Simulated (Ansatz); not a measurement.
Ansatz (a first-principles code), DFT, PBE, plane waves, its default PAW files: fcc Cu, atoms displaced, 4 atoms. Basis and mesh were picked for this test and aren't claimed converged.

```json
{
  "cell": "3.62, 3.62, 3.62 Å; 90, 90, 90°",
  "distance_to_the_nearest_atom": "2.51 to 2.53 Å",
  "task": "single point",
  "k mesh": "10×10×10",
  "hamiltonian.xc": "pbe",
  "kind_of_files": "paw",
  "scf.occupations.method": "fermi_dirac",
  "scf.occupations.width": "0.1 eV",
  "output.forces": "true",
  "memory maximum (--max-ram)": "200GiB",
  "accuracy": "medium (default)",
  "basis.precision": "auto (default)",
  "basis.xc_grid": "2 (default)",
  "scf.eigensolver.kind": "auto (default)",
  "scf.mixing.algorithm": "auto (default)",
  "scf.mixing.preconditioner": "auto (default)",
  "scf.convergence.dr2_threshold": "1e-07 (default)",
  "scf.lower_state_search": "light (default)",
  "k-points after symmetry": "504",
  "bands_at_the_start": "43",
  "electrons": "76",
  "plane waves at Γ": "925",
  "cutoff (eV)": "420",
  "FFT grid": "25×25×25",
  "symmetry_operations": "1"
}
```

Hardware: Arm Neoverse V2, 96 cores on 1 socket, no SMT, 1 L3 cache group; 94 cores' worth of CPU time may be used.

Each time is the median wall time of two to five repeats, run one at a time on the otherwise empty machine; start-up is included. Unless noted, each process is bound to its own block of adjacent cores. The times hold for this build (release build for Arm (Neoverse V2), one process with threads). Scratch files lie in a memory file system.

Started as
```bash
OMP_NUM_THREADS=32 ANSATZ_TIMINGS=1 ansatz run --backend cpu --threads 32 --max-ram 200GiB --events-out run.ndjson --runs-dir run.runs --progress --plain run.yaml
```
(32 threads, --pin auto (default)) it takes 2.8 s and 6 SCF iterations (all cycles of the run, searches included).

Problem. Predict the time once the run is changed to 88 threads, --pin off.

Solution. About 1.5 s (5 runs within 3 %): 1.8× as fast, on 88 cores in place of 32, so 1.5× the core-time. The largest move is in band solves (diag): 2.0 s to 0.87 s. As resolved by the program: eigensolver slots 32 against 88, workers bound true against false. Applications of H to a band go from 288973 to 288903. Change in the result: energy under 0.001 meV/atom, forces (largest component) under 0.001 meV/Å.

Keys are those of Ansatz 0.2.
